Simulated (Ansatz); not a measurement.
# CeO2: Ba on a Ce site, symmetric start

The reference is a 12-atom supercell of CeO2 in the fluorite structure (space group Fm-3m, No. 225; a = 5.399 Å) at its relaxed geometry.

Now apply this change: one Ce atom is replaced by Ba, atoms relaxed at fixed cell.

The values are results of plane-wave PAW DFT at the PBEsol level (Ansatz, a program for electronic structure, 420 eV), spin-orbit coupling left out, earlier PAW set, not measurements. Γ-centred 5×5×5 mesh, Fermi–Dirac width 0.01 eV.

| quantity | base | changed | shift |
|---|---|---|---|
| pressure | 0.0 GPa | 12.6 GPa | +12.6 GPa |
| energy gained by relaxation | – | 0.82 eV | – |
| largest displacement of a host atom from its site in the perfect cell | – | 0.12 Å | – |
| mean distance from the defect site to its nearest host atoms | 2.34 Å | 2.46 Å | +0.12 Å |

Final structure:

```
BaCe3O8
1.0
   -5.39857     0.00000     0.00000
    0.00000     0.00000     5.39857
    0.00000     5.39857     0.00000
Ba Ce O
1 3 8
Cartesian
  0.00000   0.00000   0.00000
 -2.69928   2.69928   0.00000
 -2.69928   0.00000   2.69928
  0.00000   2.69928   2.69928
 -3.98116   1.41740   1.41740
 -1.41740   3.98116   1.41740
 -1.41740   1.41740   3.98116
 -3.98116   3.98116   3.98116
 -1.41740   3.98116   3.98116
 -3.98116   1.41740   3.98116
 -3.98116   3.98116   1.41740
 -1.41740   1.41740   1.41740
```

Cost of the whole job for the changed cell (relaxation, final SCF and bands): about 2.4 core-minutes (a rough figure).

The magnetic state is the one reached from the starting moments; the real material's order can differ, and small cells can't hold many antiferromagnetic ones. The 4f electrons are in the valence with no U and their state was not checked, so volumes and moments can be off. The cell is small, so the values are those of an ordered compound at a high defect concentration; dilute-limit values will differ. The mesh was chosen for an insulator and is coarse for the gapless case. The defect started on the symmetric site and kept its symmetry, so it may sit on a saddle. Seeded moments were not kept for Ba on a Ce site and the base. No Hubbard U is applied, and correlation can decide whether such a compound is a metal. Spin-polarised in the final run: Ba on a Ce site; the other runs are not. The defect cell is spin-polarised and ends with 0.0 μB.
